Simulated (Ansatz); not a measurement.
**CoSi under a change: pressure 18 GPa**

The reference is CoSi (space group P2_13, No. 198; a = 4.383 Å; non-magnetic).

It is then changed as follows: a hydrostatic pressure of 18 GPa.

Level of theory: r2SCAN/PAW in Ansatz (a first-principles code), no spin-orbit coupling. Γ-centred 11×11×11 mesh, Fermi–Dirac width 0.05 eV.

| quantity | base | changed | shift |
|---|---|---|---|
| volume per atom | 10.53 Å³ | 9.88 Å³ | -0.644 Å³ |
| density | 6.86 g/cm³ | 7.31 g/cm³ | +0.45 g/cm³ |
| lattice parameter a | 4.383 Å | 4.292 Å | -0.091 Å |
| shortest interatomic distance | 2.292 Å | 2.252 Å | -0.040 Å |
| band gap | zero | zero | – |

Final structure:

```
CoSi
1.0
    4.29174     0.00000     0.00000
    0.00000     4.29174     0.00000
    0.00000     0.00000     4.29174
Co Si
4 4
Direct
  0.14731   0.14731   0.14731
  0.64731   0.35269   0.85269
  0.85269   0.64731   0.35269
  0.35269   0.85269   0.64731
  0.84429   0.84429   0.84429
  0.34429   0.65571   0.15571
  0.15571   0.34429   0.65571
  0.65571   0.15571   0.34429
```

Cost of the whole job for the changed cell (relaxation, final SCF and bands): about 3 core-minutes (a rough figure).

Load acts through the strain it causes; cell and atoms are relaxed under it. No phonon test of stability was made. Competing high-pressure phases were not computed. Starting moments died away, wholly or in part, for the base; another magnetic solution may exist. All final runs are without spin polarisation. The zero or small gap of CoSi can change with the level of theory.
